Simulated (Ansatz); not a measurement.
A set of cells, compared by their Bader charge of C.

Cell A: a slab of SnO2 (rutile, P4₂/mnm) cut along (110), 38 atoms, rectangular cell of 6.48 × 6.83 Å (44.2 Å²), symmetry Pmm2 within 0.02 Å, 11.8 Å thick under 16 Å of vacuum, in-plane vectors held at the crystal's; planes from bottom to top: O2 | Sn4O4 | O2 × 2 | Sn4O4 | O2 × 2 | Sn4O4 | O2 | C | O, its two faces unlike (dipole correction applied); added, foreign or displaced atoms, above the top plane: CO bound through C to 1 Sn at 2.57 Å; spin state with PBE: run without spin, k-point mesh 4×3×1.
```xyz
38
Lattice="6.4765 0.0000 0.0000 0.0000 6.8266 0.0000 0.0000 0.0000 27.7374" Properties=species:S:1:pos:R:3 pbc="T T T"
Sn     1.6186     1.7066     9.1768
Sn     0.0000     5.1199     9.3942
O      1.6189     3.8577     9.1354
O      1.6189     6.3822     9.1354
O      0.0000     1.7066     7.9871
O      0.0000     1.7066    10.6444
Sn     1.6122     5.1199    12.7397
Sn     0.0000     1.7066    12.7320
O      1.6177     0.3546    12.7349
O      1.6177     3.0587    12.7349
O      0.0000     5.1199    11.4164
O      0.0000     5.1199    14.0747
Sn     1.6232     1.7066    16.2756
Sn     0.0000     5.1199    16.1223
O      1.6316     3.8539    16.3196
O      1.6316     6.3859    16.3196
O      0.0000     1.7066    14.8245
O      0.0000     1.7066    17.4811
Sn     4.8579     1.7066     9.1768
Sn     3.2383     5.1199     9.4011
O      4.8576     3.8577     9.1354
O      4.8576     6.3822     9.1354
O      3.2383     1.7066     7.9885
O      3.2383     1.7066    10.6441
Sn     4.8643     5.1199    12.7397
Sn     3.2383     1.7066    12.7277
O      4.8588     0.3546    12.7349
O      4.8588     3.0587    12.7349
O      3.2383     5.1199    11.4189
O      3.2383     5.1199    14.0375
Sn     4.8533     1.7066    16.2756
Sn     3.2383     5.1199    16.0433
O      4.8449     3.8539    16.3196
O      4.8449     6.3859    16.3196
O      3.2383     1.7066    14.8165
O      3.2383     1.7066    17.4809
C      0.0000     5.1199    18.6876
O      0.0000     5.1199    19.8167
```

Cell B: a slab of SnO2 (rutile, P4₂/mnm) cut along (110), 41 atoms, rectangular cell of 6.48 × 6.83 Å (44.2 Å²), symmetry P1 within 0.02 Å, 11.7 Å thick under 16 Å of vacuum, in-plane vectors held at the crystal's; planes from bottom to top: O2 | Sn4O4 | O2 × 2 | Sn4O4 | O2 × 2 | Sn4O4 | O2 | CH2O | O, its two faces unlike (dipole correction applied); added, foreign or displaced atoms, above the top plane: OH bound through O to 1 Sn at 2.05 Å; H bound to 1 O at 0.99 Å; CO bound through C to 1 Sn at 2.53 Å; spin state with PBE: run without spin, k-point mesh 4×3×1.
```xyz
41
Lattice="6.4765 0.0000 0.0000 0.0000 6.8266 0.0000 0.0000 0.0000 27.7374" Properties=species:S:1:pos:R:3 pbc="T T T"
Sn     1.6268     1.7485     9.1666
Sn     0.0046     5.1558     9.4826
O      1.6224     3.9005     9.1538
O      1.6234     6.4254     9.2239
O      0.0037     1.7248     7.9847
O      0.0055     1.7818    10.6323
Sn     1.6374     5.1473    12.8445
Sn     0.0030     1.7239    12.6877
O      1.6355     0.3917    12.7093
O      1.6286     3.0705    12.8218
O      0.0071     5.1121    11.4987
O     -0.0034     5.2356    14.1009
Sn     1.5715     1.7130    16.1689
Sn     0.0062     5.1250    16.1350
O      1.5979     3.8167    16.0491
O      1.6066     6.4280    16.3629
O     -0.0051     1.6018    14.7678
O      0.0094     1.8303    17.4511
Sn     4.8581     1.7483     9.1680
Sn     3.2417     5.1549     9.4705
O      4.8621     3.9005     9.1578
O      4.8612     6.4251     9.2269
O      3.2430     1.7244     7.9774
O      3.2412     1.7863    10.6390
Sn     4.8467     5.1475    12.8308
Sn     3.2431     1.7301    12.7197
O      4.8489     0.3913    12.6981
O      4.8558     3.0714    12.8148
O      3.2384     5.1074    11.4886
O      3.2492     5.2125    14.1563
Sn     4.9115     1.7117    16.1860
Sn     3.2340     5.0987    16.2744
O      4.8879     3.8224    16.1043
O      4.8706     6.4167    16.4417
O      3.2487     1.6245    14.8855
O      3.2378     1.8323    17.5429
O      3.0690     4.5880    18.2557
H      3.5645     5.1822    18.8421
H      3.2322     2.7085    18.0137
C      0.1515     4.6380    18.6110
O      0.1256     4.4133    19.7192
```

Computed with Ansatz (plane waves, PAW), its default PAW set, cutoff 420 eV. The structures are at rest with PBE, within the held lattices. Neutral cells; Fermi-Dirac smearing of at most 0.05 eV in the solids, energies taken to zero width. Larger cells are relaxed from a start prepared with the learned potential CHGNet, on a coarser mesh till forces fall under 0.03 eV/Å, which some starts already meet. The structures are the rest points that the relaxations reached, not proven lowest. Spin-orbit coupling is left out. Values are for these cell sizes. A dispersion term ran beside these levels; it doesn't touch the electrons. Electrons of density maxima off the nuclei are shared among the atoms. Mean over the atoms, with the range where they differ; positive means electrons lost.

Problem. What does PBE give for the Bader charge of C of each cell (e)?

Solution. 
```
cell   PBE
----  ----
A     1.13
B     1.13
```

With PBE the value differs by no more than 0 e between the cells.

Ansatz is a first-principles code.
